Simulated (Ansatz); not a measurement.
Adsorption energy and surface dipole of F on the 1x1 (110) surface of bcc W, one in a 3x3 cell, started at the site 'top W', worked from the runs' numbers; total energies count from the potentials' own zero.

Level of theory: PBE (plane waves to 420 eV, PAW; Ansatz, an electronic-structure program).

Model: 37-atom slab, 6.6 Å thick at the start under the adsorbate (thin: gaps and levels are the slab's own), 4x4x1 mesh, Fermi-Dirac 0.1 eV, dipole correction, 18 atoms held, the rest relaxed; held to the start's symmetry, so lower structures may exist; no spin, no spin-orbit, no U, no dispersion correction. At the end it is bonded to W. In PBE it is, or lies within 0.03 eV of, the lowest of the starts that converged.

```
quantity                                                             value
----------------------------------------------------------  --------------
slab with the adsorbate                                     -374636.748 eV
clean slab, same cell and mesh                              -373827.371 eV
reference, ½ F2(g)                                             -805.593 eV
area of the cell                                                  64.53 Å²
change of the step from the bottom to the top vacuum level        0.306 eV
```

What is the adsorption energy against this reference?

E(slab + adsorbate) − E(slab) − E(reference) = -3.78 eV, so in this state the adsorbate is more stable than in the reference, at a coverage of 1.55 a nm².

What dipole does adsorption add to the slab along the outward normal (Helmholtz relation, ε₀ = 0.005526 e/(V·Å))?

p = −ε₀·A·ΔV = -0.109 e·Å = -0.52 D; its negative end points to the vacuum, which raises the vacuum level.
